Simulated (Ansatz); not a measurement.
Mo3Ir (model structure, started from the Cu3Au type, Pm-3m, No. 221, 4 atoms in the cell) was calculated with PBEsol (Ansatz, a quantum-chemistry and plane-wave program, plane waves, PAW).

Run with plane-wave cutoff 520 eV, 14×14×14 k mesh, Fermi–Dirac smearing 0.05 eV, no spin polarisation, scalar-relativistic PAW data made under PBE.

Cell (relaxed at this level):

IrMo3 has the cubic space group Pm-3m (No. 221), the Cu3Au type structure, Pearson symbol cP4. Lattice parameters: a = b = c = 3.914 Å, α = β = γ = 90.00°. Mo on 3c is coordinated by 8 Mo at 2.768 Å and 4 Ir at 2.768 Å (cuboctahedral). Ir on 1a is coordinated by 12 Mo at 2.768 Å (cuboctahedral). (Neighbours: up to the widest gap in distance over summed covalent radii, below 1.35, at either atom.)

**Question.** Predict the bulk modulus.

**Answer.** 
- bulk modulus: 300 GPa

Note: the run has no spin polarisation, so it can have missed a magnetic state; the bulk modulus is −V dP/dV from two relaxed cells at ±2 % in volume; the relaxation could raise the start's symmetry but not lower it, so the cell can be a saddle point.

Spin–orbit coupling is not included.

The computed numbers hold no vibrational or temperature effects.

The result took around 60 core-seconds (rough).

A model structure was made by putting elements into a prototype or built by hand; it is no filed structure, need not be a known phase, and can be a saddle point held by its symmetry.
